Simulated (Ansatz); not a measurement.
Band structure of Zn2GeS3 (P3m1, 6 atoms in the cell).

```yaml
crystal:
  lattice:
    - [3.85802, 0.00000, 0.00000]
    - [-1.92901, 3.34114, 0.00000]
    - [0.00000, 0.00000, 10.53289]
  atoms:
    - { symbol: Zn, position: [0.66667, 0.33333, 0.35154] }
    - { symbol: Zn, position: [0.33333, 0.66667, 0.64820] }
    - { symbol: Ge, position: [0.00000, 0.00000, 0.99998] }
    - { symbol: S, position: [0.00000, 0.00000, 0.28468] }
    - { symbol: S, position: [0.66667, 0.33333, 0.58446] }
    - { symbol: S, position: [0.33333, 0.66667, 0.88114] }
```

Computed with PBEsol, PAW files made with PBE (plane waves; Ansatz, a program for electronic structure).

Settings: basis.ecutwfc = 30.9 Ry; kpoints.mp_grid.grid = 9 9 3; hamiltonian.xc = pbesol; hamiltonian.pseudopotentials = {kind: paw} (the program's default PAW files); scf.occupations.method = fixed; kpoints.band_path.npoints = 8.

The starting cell comes from a database of computed structures (which also holds hypothetical and non-ambient phases and stackings), without a prior relaxation at this level.

### Question
Predict the gap along the standard path and the places of the band edges.

### Answer
The gap along the path is 0.96 eV, from a point between H and A to M; the smallest direct gap on it is 1.34 eV.

Levels in eV from the top of the valence band on the path, bands 25 to 32:
```json
[
 {"point": "Γ", "25": "-0.97", "26": "-0.97", "27": "-0.21", "28": "-0.21", "29": "1.29", "30": "2.68", "31": "2.86", "32": "2.86"},
 {"point": "M", "25": "-2.38", "26": "-2.16", "27": "-1.36", "28": "-0.38", "29": "0.96", "30": "2.91", "31": "3.28", "32": "3.63"},
 {"point": "K", "25": "-2.56", "26": "-2.30", "27": "-1.91", "28": "-0.45", "29": "1.70", "30": "2.45", "31": "4.19", "32": "5.33"},
 {"point": "A", "25": "-0.96", "26": "-0.23", "27": "-0.22", "28": "-0.22", "29": "1.49", "30": "2.34", "31": "2.88", "32": "2.88"},
 {"point": "L", "25": "-2.20", "26": "-1.64", "27": "-1.32", "28": "-0.83", "29": "1.14", "30": "2.72", "31": "3.36", "32": "3.58"},
 {"point": "H", "25": "-2.80", "26": "-2.53", "27": "-2.02", "28": "-0.22", "29": "1.95", "30": "2.77", "31": "4.01", "32": "4.80"}
]
```

Keys are those of Ansatz 0.2.
